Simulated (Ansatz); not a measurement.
# SiC under a change: uniaxial strain ε_zz = −3.00 %

The reference is SiC in the zinc blende structure (space group F-43m, No. 216; a = 4.356 Å). Axes: x, y, z lie along the cube axes.

Perturbation: the cell is compressed by 3.00 % along z with no lateral relaxation; the atoms relax in the strained cell.

The values are results of plane-wave PAW DFT at the r2SCAN level (Ansatz, a program for electronic structure, 500 eV), scalar-relativistic without spin-orbit coupling, not measurements. k-mesh 13×13×13 (Γ-centred); smearing 0.05 eV (Fermi–Dirac).

The space group changes from F-43m (No. 216) to I-4m2 (No. 119) and the shortest interatomic distance drops by 0.0353 bohr to 3.529 bohr. The energy grows by 12 meV/atom and the pressure (mean of the normal stresses, compression positive) goes from zero to 7.27 GPa. The band gap shrinks by 0.35 eV (1.71 eV → 1.36 eV) and the gap character comes out as indirect, Γ → M. The smallest direct gap is still 5.05 eV and the electron mass changes from 0.64 mₑ along k, 0.23 mₑ across (at X) to 0.60 mₑ along k, 0.23 mₑ across (at X). The hole mass amounts to 0.38 mₑ along z, 0.56 mₑ across (at Γ) and the valence-band top at Γ (three highest levels, from the VBM) changes from 0.00, 0.00, 0.00 eV to 0.00, -0.21, -0.21 eV. The valley order (the lowest conduction-band minima on the path, energy above the VBM, named in the base's zone) changes from X along ⟨100⟩ 1.71 eV to X along [001] 1.36 eV; X along [100] 1.66 eV and the stress (xx, yy, zz, yz, xz, xy; compression positive) is (4.59, 4.59, 12.61, 0.00, 0.00, 0.00) GPa.

Masses are band curvatures over ±0.01 Å⁻¹ around the edge. Along k means along the line from Γ to the band edge. Whether these cells are dynamically stable was not tested. Labels are those of the standard path for the cell's own space group.
